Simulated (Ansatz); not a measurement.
The cell is made up: elements placed on another compound's structure type, so the phase may be hypothetical.

Consider the following.

```xyz
10
Lattice="5.7343 0.0000 0.0000 2.8671 4.9445 -0.0273 0.0000 3.1912 4.9720" Properties=species:S:1:pos:R:3 pbc="T T T"
Ga     3.4073     5.7293     2.5178
Ga     8.0612     4.1337     0.0318
Ga     6.1221     4.1575     2.5068
Ga     5.3464     5.7531     4.9927
O      3.5907     6.0511     4.3830
O      2.1436     4.4555     1.8970
O      5.7983     4.0260     4.3438
O      5.6702     2.4304     1.8578
O      6.5281     6.8484     4.1881
O      4.9404     5.2528     1.7022
```

Space group of this cell: Cc. The cell was relaxed by PBE-D3(BJ); by r2SCAN its mean pressure is -4.0 GPa.

Transport runs along the normal of the first two printed cell vectors.

The gap is the functional's own. No spin-orbit coupling. Mid-gap values are interpolated on the energy grid.

State the band gap and the smallest decay constant κ at mid-gap according to r2SCAN (Ansatz, a first-principles code).

Gap 2.63 eV on a 8×8×6 mesh; κ = 0.258 1/Å, at the zone centre.
